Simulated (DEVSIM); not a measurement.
Structure: Si p+/n-/n+ power diode, at 300 K.

```tsv
layer (left to right)	material	thickness (μm)	Nd (cm⁻³)	Na (cm⁻³)	τn (s)	τp (s)
1	Si	0.860	-	6.7e18	0.00078	0.00078
2	Si	42.0	2.5e15	-	0.00078	0.00078
3	Si	2.30	2.8e18	-	0.00078	0.00078
```

Left contact: ohmic. Right contact: ohmic. Voltage is applied to the left contact. Recombination: SRH at mid-gap, radiative, Auger. Mobility is μmin + (μ − μmin)/(1 + (N/Nref)^α).

This is a model device: material constants are rounded textbook-type values typed into the input, and sizes, dopings and lifetimes were drawn at random. Values at 300 K.

| parameter | Si |
|---|---|
| gap (eV) | 1.124 |
| affinity (eV) | 4.05 |
| permittivity | 11.7 |
| Nc (cm⁻³) | 2.86e19 |
| Nv (cm⁻³) | 3.1e19 |
| μn (cm²/Vs) | 1417 |
| μp (cm²/Vs) | 470 |
| μn,min | 52 |
| μp,min | 45 |
| Nref,n | 9.7e16 |
| Nref,p | 2.2e17 |
| αn | 0.68 |
| αp | 0.72 |
| B (cm³/s) | 4.7e-15 |
| Cn (cm⁶/s) | 2.8e-31 |
| Cp (cm⁶/s) | 9.9e-32 |

DEVSIM, 1D drift-diffusion, Boltzmann statistics, complete ionisation; no tunnelling, impact ionisation, image-force lowering or self-heating.

**Question.** Tabulate band edges, carrier densities and field at zero bias.

**Answer.** Energies count from the Fermi level of the right contact; mesh points crowd at the junctions.

```
x (μm)   Ec (eV)  Ev (eV)  n (cm⁻³)  p (cm⁻³)  field (V/cm)
-------  -------  -------  --------  --------  ------------
0.000      1.084   -0.040     < 1e2    6.7e18           ≈ 0
0.05233    1.084   -0.040     < 1e2    6.7e18           ≈ 0
0.2214     1.084   -0.040     < 1e2    6.7e18           ≈ 0
0.6093     1.084   -0.040     < 1e2    6.7e18           ≈ 0
0.8263     1.084   -0.040     < 1e2    6.7e18           ≈ 0
0.8679     0.994   -0.130       560    2.1e17        -47000
0.9446     0.805   -0.319    860000    1.4e14        -20000
1.369      0.287   -0.837    4.4e14    270000         -4300
2.574      0.242   -0.882    2.5e15     46000           ≈ 0
6.742      0.242   -0.882    2.5e15     46000           ≈ 0
20.11      0.242   -0.882    2.5e15     46000           ≈ 0
38.23      0.242   -0.882    2.5e15     46000           ≈ 0
41.46      0.242   -0.882    2.5e15     46000           ≈ 0
42.47      0.241   -0.883    2.5e15     46000           -61
42.80      0.205   -0.919    1.0e16     11000         -5900
42.86      0.102   -1.022    5.5e17       210        -66000
42.91      0.060   -1.064    2.8e18     < 1e2           ≈ 0
43.06      0.060   -1.064    2.8e18     < 1e2           ≈ 0
43.97      0.060   -1.064    2.8e18     < 1e2           ≈ 0
44.80      0.060   -1.064    2.8e18     < 1e2           ≈ 0
45.07      0.060   -1.064    2.8e18     < 1e2           ≈ 0
45.16      0.060   -1.064    2.8e18     < 1e2           ≈ 0
```
